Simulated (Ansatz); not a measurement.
As (Pm-3m, No. 221, 1 atom in the cell; start mp-10; another form than the element's usual one), treated with LDA (Ansatz, a program for electronic structure, PAW).

Settings: plane-wave cutoff 520 eV, 20×20×20 k mesh, Fermi–Dirac smearing 0.05 eV, scalar-relativistic PAW data made under PBE.

Cell (relaxed at this level):

```cif
data_As
_chemical_formula_sum 'As1'
_space_group_name_H-M_alt 'Pm-3m'
_space_group_IT_number 221
_space_group_name_Hall '-P 4 2 3'
_cell_length_a 2.67277
_cell_length_b 2.67277
_cell_length_c 2.67277
_cell_angle_alpha 90.000
_cell_angle_beta 90.000
_cell_angle_gamma 90.000
loop_
_atom_site_label
_atom_site_type_symbol
_atom_site_symmetry_multiplicity
_atom_site_Wyckoff_symbol
_atom_site_fract_x
_atom_site_fract_y
_atom_site_fract_z
_atom_site_occupancy
As1 As 1 b 0.50000 0.50000 0.50000 1
```

Problem. Estimate the bulk modulus B0 that the calculation returns.

Solution. 
* **bulk modulus B0**: 90.8 GPa

The run finds no gap.

Note: the bulk modulus is −V dP/dV from two relaxed cells at ±2 % in volume; the relaxation could not lower the start's symmetry, so the cell can be a saddle point above a distorted one.

Computed values are for the static lattice.

A start named mp-… is a Materials Project structure, which need not be a measured phase.
